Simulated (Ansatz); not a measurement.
Start from CaF2 in the rutile structure (space group P4_2/mnm, No. 136; a hypothetical phase, not in the database extracts checked).

```
CaF2
1.0
    5.15499     0.00000     0.00000
    0.00000     5.15499     0.00000
    0.00000     0.00000     3.54121
Ca F
2 4
Cartesian
  0.00000   0.00000   0.00000
  2.57750   2.57750   1.77060
  1.58525   1.58525   0.00000
  4.16275   0.99224   1.77060
  0.99224   4.16275   1.77060
  3.56974   3.56974   0.00000
```

Levels (all Ansatz, a program for electronic structure, PAW): PBEsol (420 eV, without spin-orbit coupling); r2SCAN (500 eV, no spin-orbit coupling); HSE06 (420 eV, scalar-relativistic without spin-orbit coupling).

At the geometry relaxed with PBEsol, these levels gave the following band gaps, in shuffled order: (a) 7.65 eV, (b) 6.83 eV, (c) 9.03 eV.

### Question
Match each gap to its level.

### Answer
(a) r2SCAN; (b) PBEsol; (c) HSE06.

Single points use the geometry relaxed with PBEsol. No phonon test of stability was made.
